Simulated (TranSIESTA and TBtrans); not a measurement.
**Ga chain with one bond stretched by 2.0 Å**

Junction: Ga chain with one bond stretched by 2.0 Å. Leads: straight Ga chain, spacing 2.703 Å. Geometry: as built, not relaxed.

Method: TranSIESTA and TBtrans, PBE, DZP numerical orbitals (energy shift 0.15 eV), PseudoDojo norm-conserving scalar-relativistic potentials, mesh cutoff 200 Ry, 300 K, no spin polarisation, no spin-orbit coupling; self-consistent non-equilibrium Green functions.

- Conductance at 300 K (G0 = 2e²/h) = 0.37
- Thermopower (μV/K) = -4.7
- Mean T from −0.5 to 0.5 eV = 0.25

Energies count from the leads' Fermi level. Transmissions are for one spin of a degenerate pair. The energy step is 0.01 eV; narrower resonances are cut or missed.

```
E (eV)       T  lead channels
------  ------  -------------
-2.00        0              0
-1.90        0              0
-1.80        0              0
-1.70        0              0
-1.60        0              0
-1.50        0              0
-1.40   0.0043              1
-1.30    0.064              1
-1.20    0.092              1
-1.10     0.11              1
-1.00     0.12              1
-0.90     0.13              1
-0.80     0.14              1
-0.70     0.14              1
-0.60     0.15              1
-0.50     0.16              1
-0.40     0.16              1
-0.30     0.17              1
-0.20     0.17              1
-0.10     0.27              3
0.00      0.38              3
0.10      0.34              3
0.20      0.29              3
0.30      0.27              3
0.40      0.27              3
0.50      0.27              3
0.60      0.27              3
0.70      0.28              3
0.80      0.29              3
0.90      0.30              3
1.00      0.31              3
1.10      0.32              3
1.20      0.33              3
1.30      0.34              3
1.40      0.35              3
1.50      0.36              3
1.60      0.37              3
1.70      0.37              3
1.80      0.38              3
1.90      0.38              3
2.00      0.39              3
```

The straight chain is held at its spacing; free chains may zigzag or dimerise. No spin-polarised start was tried, so a magnetic state, if there is one, is missed.
